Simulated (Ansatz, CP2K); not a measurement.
An Ansatz (a quantum-chemistry and plane-wave program) input for a self-consistent single point of CdS (F-43m, 2 atoms in the cell) (DFT, PBE, plane waves, default PAW files):

Ansatz 0.2 input:
```yaml
# CdS
crystal:
  lattice:
    - [0.00000000, 2.88350700, 2.88350700]
    - [2.88350700, 0.00000000, 2.88350700]
    - [2.88350700, 2.88350700, 0.00000000]
  atoms:
    - { symbol: Cd, position: [0.00000000, 0.00000000, 0.00000000] }
    - { symbol: S, position: [0.25000000, 0.25000000, 0.25000000] }
basis:
  ecutwfc: 420.0
kpoints:
  mp_grid: { grid: [10, 10, 10] }
hamiltonian:
  xc: pbe
  pseudopotentials: { kind: paw }
scf:
  occupations: { method: fixed }
output:
  forces: true
  eigenvalues: true
  stress: true
```

Q: Write the same calculation as an input for CP2K.

A: One input that does it (others would too):

```
&GLOBAL
  PROJECT bulk
  RUN_TYPE ENERGY_FORCE
  PRINT_LEVEL MEDIUM
&END GLOBAL
&FORCE_EVAL
  METHOD Quickstep
  STRESS_TENSOR ANALYTICAL
  &DFT
    BASIS_SET_FILE_NAME BASIS_MOLOPT_UZH
    POTENTIAL_FILE_NAME POTENTIAL_UZH
    &QS
      METHOD GPW
      EPS_DEFAULT 1E-10
    &END QS
    &MGRID
      CUTOFF 500
      REL_CUTOFF 40
      NGRIDS 5
    &END MGRID
    &SCF
      SCF_GUESS ATOMIC
      EPS_SCF 1E-7
      MAX_SCF 100
      ADDED_MOS 4
      &DIAGONALIZATION
        ALGORITHM STANDARD
      &END DIAGONALIZATION
      &MIXING
        METHOD BROYDEN_MIXING
        ALPHA 0.4
        NBUFFER 12
      &END MIXING
    &END SCF
    &KPOINTS
      SCHEME MACDONALD 10 10 10 0.05 0.05 0.05
    &END KPOINTS
    &XC
      &XC_FUNCTIONAL PBE
      &END XC_FUNCTIONAL
    &END XC
    &PRINT
      &MO
        EIGENVALUES T
        OCCUPATION_NUMBERS T
        NDIGITS 8
        FILENAME mo
        &EACH
          QS_SCF 0
        &END EACH
        ADD_LAST NUMERIC
      &END MO
      &MULLIKEN ON
      &END MULLIKEN
    &END PRINT
  &END DFT
  &SUBSYS
    &CELL
      ABC 4.07789500 4.07789417 4.07789452
      ALPHA_BETA_GAMMA 59.99999904 60.00000419 60.00000142
      PERIODIC XYZ
    &END CELL
    &COORD
      SCALED
      Cd       0.00000000     0.00000000     0.00000000
      S        0.25000000     0.25000000     0.25000000
    &END COORD
    &KIND Cd
      BASIS_SET DZVP-MOLOPT-PBE-GTH-q12
      POTENTIAL GTH-PBE-q12
    &END KIND
    &KIND S
      BASIS_SET DZVP-MOLOPT-PBE-GTH-q6
      POTENTIAL GTH-PBE-q6
    &END KIND
  &END SUBSYS
  &PRINT
    &FORCES ON
    &END FORCES
    &STRESS_TENSOR ON
    &END STRESS_TENSOR
  &END PRINT
&END FORCE_EVAL
```

Basis, cutoffs, solver keys and any potentials are the target program's own. This input uses DFT PBE, GPW, DZVP-MOLOPT-PBE-GTH basis, GTH-PBE potentials (POTENTIAL_UZH). Both were run: pressure 5.24 GPa in Ansatz and 6.10 in CP2K; gap on the mesh 1.218 eV in Ansatz and 1.204 in CP2K. Ansatz's pressure is the one without its finite-basis correction.

On CP2K: the starting cell comes from a database of computed structures (which also holds hypothetical and non-ambient phases and stackings), without a prior relaxation at this level. Its lattice was rescaled by a random factor within 2.5 % of one. Values carry the incompleteness of an atom-centred basis. With a pressure of about 6 GPa the cell is away from its equilibrium volume at this level.

On Ansatz: the starting cell comes from a database of computed structures (which also holds hypothetical and non-ambient phases and stackings), without a prior relaxation at this level. Its lattice was rescaled by a random factor within 2.5 % of one. With a pressure of about 5 GPa the cell is away from its equilibrium volume at this level.
